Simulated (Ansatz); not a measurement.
# Sensitivity of a calculation on Rb₂LiLaCl₆ (P1, 10 atoms in the cell) to its settings

```
Rb2LiLaCl6
1.0
    0.00000     5.36482     5.36482
    5.36482     0.00000     5.36482
    5.36482     5.36482     0.00000
Rb Li La Cl
2 1 1 6
Direct
  0.75094   0.74859   0.75305
  0.25374   0.25196   0.26032
  0.49882   0.50417   0.50134
  0.00111   0.00177   0.99481
  0.74369   0.26517   0.25029
  0.25193   0.74425   0.73572
  0.25404   0.73617   0.25488
  0.74411   0.25723   0.74451
  0.25740   0.25322   0.74091
  0.74422   0.73747   0.26418
```

Base run A: HSE06 (Ansatz, a program for electronic structure), self-consistent single point.

Its settings: basis.ecutwfc = 30.9 Ry; kpoints.mp_grid.grid = 2 2 2; hamiltonian.xc = hse06; hamiltonian.pseudopotentials = {kind: paw}, with the files named one by one; scf.occupations.method = gaussian; scf.occupations.width = 0.0015 Ry.

The starting cell comes from a database of computed structures (which also holds hypothetical and non-ambient phases and stackings), without a prior relaxation at this level. Its atoms were displaced at random from the sites of space group no. 225. Ansatz's pressure includes its estimate of the finite-basis (Pulay) stress.

ΔF is the free energy per atom less that of run A. A dash stands where there is no value to compare (another energy zero or no entropy term, no result, no spin, no clean gap, or a mesh too coarse for one). Absolute energies have different zeros for different potentials, functionals, Hubbard and dispersion terms and are not compared across them.

Runs D sample the zone with one or two k-points, far too few for so small a cell.

Run A gave: pressure (GPa) -0.12; largest force (eV/Å) 0.370; gap on the mesh (eV) 6.279; k-points 8.

Runs:
- B: hamiltonian.xc: hse06 → pbesol; hamiltonian.pseudopotentials: {kind: paw}, with the files named one by one → {kind: paw} (the program's default PAW files) [PBEsol]
- C: hamiltonian.xc: hse06 → pbe0 [PBE0]
- D: kpoints.mp_grid.grid: 2 2 2 → 1 1 1
- E: kpoints.mp_grid.shift: default → 0.5 0.5 0.5
- F: scf.convergence.dr2_threshold: default (1e-07 eV) → 1e-06 eV
- G: scf.mixing.preconditioner: default (the program chose none) → resta; scf.mixing.eps_inf: default → 5
- H: basis.precision: default → f64
- I: scf.exx.singularity: default → wigner_seitz

### Question
What does run D change against A?

### Answer
The free energy rises by 165 meV/atom, the pressure goes from -0.12 to 1.99 GPa, the largest force goes from 0.370 to 0.334 eV/Å and the gap on the mesh goes from 6.279 to 6.229 eV.

### Question
What does run E change against A?

### Answer
The free energy falls by 1.5 meV/atom, the pressure moves little (-0.12 to -0.15 GPa), the largest force stays at 0.370 eV/Å and the gap on the mesh goes from 6.279 to 6.632 eV.

### Question
What does run C change against A?

### Answer
The pressure moves little (-0.12 to -0.15 GPa), the largest force hardly changes (0.370 to 0.372 eV/Å) and the gap on the mesh goes from 6.279 to 7.019 eV.

```json
[
 {"run": "A", "ΔF (meV/atom)": "0.00", "pressure (GPa)": "-0.12", "largest force (eV/Å)": "0.370", "gap on the mesh (eV)": "6.279", "k-points": "8"},
 {"run": "B", "ΔF (meV/atom)": "–", "pressure (GPa)": "-1.13", "largest force (eV/Å)": "0.348", "gap on the mesh (eV)": "4.571", "k-points": "8"},
 {"run": "C", "ΔF (meV/atom)": "–", "pressure (GPa)": "-0.15", "largest force (eV/Å)": "0.372", "gap on the mesh (eV)": "7.019", "k-points": "8"},
 {"run": "D", "ΔF (meV/atom)": "165.4", "pressure (GPa)": "1.99", "largest force (eV/Å)": "0.334", "gap on the mesh (eV)": "6.229", "k-points": "1"},
 {"run": "E", "ΔF (meV/atom)": "-1.47", "pressure (GPa)": "-0.15", "largest force (eV/Å)": "0.370", "gap on the mesh (eV)": "6.632", "k-points": "4"},
 {"run": "F", "ΔF (meV/atom)": "0.00", "pressure (GPa)": "-0.12", "largest force (eV/Å)": "0.370", "gap on the mesh (eV)": "6.279", "k-points": "8"},
 {"run": "G", "ΔF (meV/atom)": "0.00", "pressure (GPa)": "-0.12", "largest force (eV/Å)": "0.370", "gap on the mesh (eV)": "6.279", "k-points": "8"},
 {"run": "H", "ΔF (meV/atom)": "0.00", "pressure (GPa)": "-0.12", "largest force (eV/Å)": "0.370", "gap on the mesh (eV)": "6.279", "k-points": "8"},
 {"run": "I", "ΔF (meV/atom)": "–", "pressure (GPa)": "-0.12", "largest force (eV/Å)": "0.370", "gap on the mesh (eV)": "6.279", "k-points": "8"}
]
```

Keys are those of Ansatz 0.2.
